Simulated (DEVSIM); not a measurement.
Structure: abrupt In0.53Ga0.47As n-p junction, at 300 K.

| layer (left to right) | material | thickness (μm) | Nd (cm⁻³) | Na (cm⁻³) | τn (s) | τp (s) |
|---|---|---|---|---|---|---|
| 1 | In0.53Ga0.47As | 0.780 | 1.5e16 | - | 5.3e-8 | 5.3e-8 |
| 2 | In0.53Ga0.47As | 1.70 | - | 4.8e16 | 5.3e-8 | 5.3e-8 |

Left contact: ohmic. Right contact: ohmic. Voltage is applied to the left contact. Recombination: SRH at mid-gap, radiative, Auger. Mobility is μmin + (μ − μmin)/(1 + (N/Nref)^α).

This is a model device: material constants are rounded textbook-type values typed into the input, and sizes, dopings and lifetimes were drawn at random. Values at 300 K.

| parameter | In0.53Ga0.47As |
|---|---|
| gap (eV) | 0.74 |
| affinity (eV) | 4.51 |
| permittivity | 13.9 |
| Nc (cm⁻³) | 2.1e17 |
| Nv (cm⁻³) | 7.7e18 |
| μn (cm²/Vs) | 12000 |
| μp (cm²/Vs) | 300 |
| μn,min | 300 |
| μp,min | 10 |
| Nref,n | 1.3e17 |
| Nref,p | 4.9e17 |
| αn | 0.48 |
| αp | 0.4 |
| B (cm³/s) | 9.6e-11 |
| Cn (cm⁶/s) | 5e-29 |
| Cp (cm⁶/s) | 5e-29 |

DEVSIM, 1D drift-diffusion, Boltzmann statistics, complete ionisation; no tunnelling, impact ionisation, image-force lowering or self-heating.

Task: Tabulate band edges, carrier densities and field at 2.0 V on the left contact.

Result: Energies count from the Fermi level of the right contact; mesh points crowd at the junctions.

| x (μm) | Ec (eV) | Ev (eV) | n (cm⁻³) | p (cm⁻³) | field (V/cm) |
|---|---|---|---|---|---|
| 0.000 | -1.932 | -2.672 | 1.5e16 | 4.0e7 | ≈ 0 |
| 0.01817 | -1.932 | -2.672 | 1.5e16 | 3.8e7 | ≈ 0 |
| 0.04920 | -1.932 | -2.672 | 1.5e16 | 3.4e7 | ≈ 0 |
| 0.1072 | -1.932 | -2.672 | 1.5e16 | 2.7e7 | ≈ 0 |
| 0.2389 | -1.931 | -2.671 | 1.4e16 | 1.2e7 | 300 |
| 0.4351 | -1.816 | -2.556 | 1.7e14 | 1500000 | 19000 |
| 0.5887 | -1.296 | -2.037 | 780000 | 7200000 | 49000 |
| 0.7008 | -0.627 | -1.367 | 180000 | 9700000 | 71000 |
| 0.7443 | -0.302 | -1.042 | 110000 | 1.0e7 | 79000 |
| 0.7697 | -0.094 | -0.834 | 83000 | 1.1e7 | 84000 |
| 0.7854 | 0.039 | -0.701 | 77000 | 2.6e7 | 82000 |
| 0.8193 | 0.283 | -0.457 | 55000 | 1.6e11 | 61000 |
| 0.8668 | 0.503 | -0.237 | 58000 | 8.1e14 | 32000 |
| 0.9496 | 0.605 | -0.135 | 320000 | 4.2e16 | 1700 |
| 1.168 | 0.609 | -0.131 | 2000000 | 4.8e16 | ≈ 0 |
| 1.503 | 0.609 | -0.131 | 4700000 | 4.8e16 | ≈ 0 |
| 1.916 | 0.609 | -0.131 | 8000000 | 4.8e16 | ≈ 0 |
| 2.167 | 0.609 | -0.131 | 10000000 | 4.8e16 | ≈ 0 |
| 2.346 | 0.609 | -0.131 | 1.1e7 | 4.8e16 | ≈ 0 |
| 2.413 | 0.609 | -0.131 | 1.2e7 | 4.8e16 | ≈ 0 |
| 2.452 | 0.609 | -0.131 | 1.2e7 | 4.8e16 | ≈ 0 |
| 2.480 | 0.609 | -0.131 | 1.2e7 | 4.8e16 | ≈ 0 |
